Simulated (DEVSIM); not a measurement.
Structure: abrupt Si n-p junction, at 300 K.

Layer 1 from the left is Si, thickness (μm) 25.0, Nd (cm⁻³) 6.1e17, τn (s) 1.2e-5, τp (s) 1.2e-5. Layer 2 from the left is Si, thickness (μm) 140, Na (cm⁻³) 4.4e16, τn (s) 3.6e-6, τp (s) 1.2e-5.

Left contact: ohmic. Right contact: ohmic. Voltage is applied to the left contact. Recombination: SRH at mid-gap. Mobility is constant in doping.

This is a model device: material constants are rounded textbook-type values typed into the input, and sizes, dopings and lifetimes were drawn at random. Values at 300 K.

Si: gap (eV) 1.124, affinity (eV) 4.05, permittivity 11.7, Nc (cm⁻³) 2.86e19, Nv (cm⁻³) 3.1e19, μn (cm²/Vs) 1417, μp (cm²/Vs) 470.

Simulated with DEVSIM: 1D drift-diffusion, Boltzmann statistics, complete ionisation; no tunnelling, impact ionisation, image-force lowering or self-heating.

Dark forward current:

```
|V| (V)  |J| (A/cm²)
-------  -----------
0.05       2.956e-10
0.10        1.109e-9
0.15        3.636e-9
0.20        1.270e-8
0.25        5.223e-8
0.30        2.613e-7
0.35        1.528e-6
0.40        9.784e-6
0.45        6.546e-5
0.50       0.0004464
0.55        0.003069
0.60         0.02114
0.65          0.1445
0.70          0.9365
0.75           4.997
0.80           19.76
0.85           58.49
0.90           134.0
0.95           253.2
1.00           418.8
1.05           631.6
1.10           891.9
1.15            1200
1.20            1555
1.25            1958
1.30            2408
```

Problem. Work out the local ideality factor n = ΔV / (kT/q · ln(J2/J1)) between the rows 0.15 and 0.20 V, 0.55 and 0.60 V, 1.25 and 1.30 V.

Solution. kT/q = 25.85 mV. From 0.15 to 0.20 V: ln(1.270e-8/3.636e-9) = 1.251, n = 1.55. From 0.55 to 0.60 V: ln(0.02114/0.003069) = 1.930, n = 1.00, near the 1 of diffusion or emission over a barrier. From 1.25 to 1.30 V: ln(2408/1958) = 0.207, n = 9.35.

Problem. Estimate the current at 0.50 V from the Shockley equation with J0 = Σ q ni² D/(N L) coth(W/L), τ joining the SRH, radiative and Auger lifetimes that are on, and W taken as the whole layer.

Solution. ni² = 1.16e20 cm⁻⁶; holes in the n layer: μ = 470 cm²/Vs, D = 12.1 cm²/s, τ = 1.20e-5 s, L = 121 μm, W/L = 0.21, term 1.50e-13 A/cm²; electrons in the p layer: μ = 1420 cm²/Vs, D = 36.6 cm²/s, τ = 3.60e-6 s, L = 115 μm, W/L = 1.2, term 1.60e-12 A/cm². J0 = 1.75e-12 A/cm², and J = J0 exp(qV/kT) = 0.000441 A/cm². The simulation gives 0.000446 A/cm²; the estimate lies 1.3 % below. The estimate leaves out recombination in the depletion region and that region's share of W.
